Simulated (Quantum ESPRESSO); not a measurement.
**Habitual settings against a tight run: SrMg (Cm, 6 atoms in the cell)**

Self-consistent single point.

```
SrMg
1.0
    7.07309    -1.95140     0.00000
    7.07309     1.95140     0.00000
   -1.76030     0.00000     7.55394
Sr Mg
3 3
Cartesian
  5.13437   0.00000   1.95345
  8.84624   0.00000   2.90872
  8.37478   0.00000   6.69536
 -1.67457   0.00000   7.48104
 -0.76148   0.00000   4.56983
  3.98281   0.00000   5.34834
```

Level of theory: PBEsol, SSSP 1.1.2 efficiency (PBE) pseudopotentials (plane waves; Quantum ESPRESSO).

Base settings: ecutwfc = 40 Ry; ecutrho = 320 Ry; occupations = smearing; smearing = gaussian; degauss = 0.0099958 Ry; input_dft = pbesol; potentials = {Sr: Sr_pbe_v1.uspp.F.UPF, Mg: Mg.pbe-n-kjpaw_psl.0.3.0.UPF}; K_POINTS = automatic 5 5 3 0 0 0; conv_thr = 1e-09 Ry.

Tight run (finer mesh or higher cutoff; not a proven limit): ecutwfc: 40 Ry → 56 Ry; ecutrho: 320 Ry → 448 Ry; conv_thr: 1e-09 Ry → 7.3e-11 Ry; K_POINTS: automatic 5 5 3 0 0 0 → automatic 7 7 5 0 0 0. It gave Fermi level (on the code's own zero) 5.18 eV; pressure 0.71 GPa; largest force (vector length) 0.117 eV/Å.

Quick runs, as changes from the base:
- A: the base itself
- B: ecutwfc: 40 Ry → 24 Ry; ecutrho: 320 Ry → 192 Ry; conv_thr: 1e-09 Ry → 7.3e-06 Ry; K_POINTS: automatic 5 5 3 0 0 0 → automatic 1 1 1 1 1 1
- C: ecutwfc: 40 Ry → 20 Ry; ecutrho: 320 Ry → 160 Ry; K_POINTS: automatic 5 5 3 0 0 0 → automatic 4 4 4 0 0 0
- D: ecutwfc: 40 Ry → 24 Ry; ecutrho: 320 Ry → 192 Ry; degauss: 0.0099958 Ry → 0.019992 Ry; K_POINTS: automatic 5 5 3 0 0 0 → automatic 6 6 6 0 0 0
- E: smearing: gaussian → fermi-dirac; degauss: 0.0099958 Ry → 0.0147 Ry; conv_thr: 1e-09 Ry → 7.3e-05 Ry; K_POINTS: automatic 5 5 3 0 0 0 → automatic 4 4 4 0 0 0

Energies are extrapolated to zero smearing width, which holds to low order in the width alone (under cold and Methfessel-Paxton smearing the free energy itself is taken).

Dashes: time of B, under 30 s.

The count of work is k-points × plane waves × bands × iterations; it is no time. Core times come from one kind of shared machine and are given to one figure; runs under 30 s give none.

The starting cell comes from a database of computed structures (which also holds hypothetical and non-ambient phases and stackings), without a prior relaxation at this level. Its lattice was rescaled by a random factor within 2.5 % of one.

```csv
run,energy less tight (meV/atom),pressure less tight (GPa),largest miss in a force vector (eV/Å),count of work / tight,core time / tight (rough)
A,-4.2,-0.01,0.102,0.19,0.2
B,-569.2,-0.20,0.662,0.0026,–
C,31.6,-0.69,0.164,0.062,0.09
D,-5.5,-0.06,0.030,0.25,0.2
E,6.2,0.12,0.127,0.094,0.1
```

Among the runs at the tight run's level, the energy misses run from 4.2 to 569.2 meV/atom.

Left out of this page: 1 run of the series outside the window shown, repeating another row's setting, or not comparable.
